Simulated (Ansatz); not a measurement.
# A constructed model of the (111) surface of fcc Rh, a layer of Ag in place of the third plane (bottom of the slab: a bare face, its two planes held)

These are PBE (plane waves to 420 eV, PAW; Ansatz, an electronic-structure program) values and carry that method's errors.

Slab: 6 atoms, 11.1 Å thick at the start with caps and adatoms (thin: gaps and levels are the slab's own); k 16x16x1, smearing 0.1 eV, dipole-corrected; 2 atoms held, the rest relaxed; symmetry of the start imposed; no spin, no spin-orbit, no U. In PBE it is, or lies within 0.01 eV a 1x1 cell of, the lowest of the 2 structures of its composition computed so far; subsurface sites and larger cells were not tried.

| Property | Result |
|---|---|
| work function of the top face | 5.20 eV |
| energy released by relaxation | 0.22 eV |
| cost | very roughly 2.3 core-minutes |
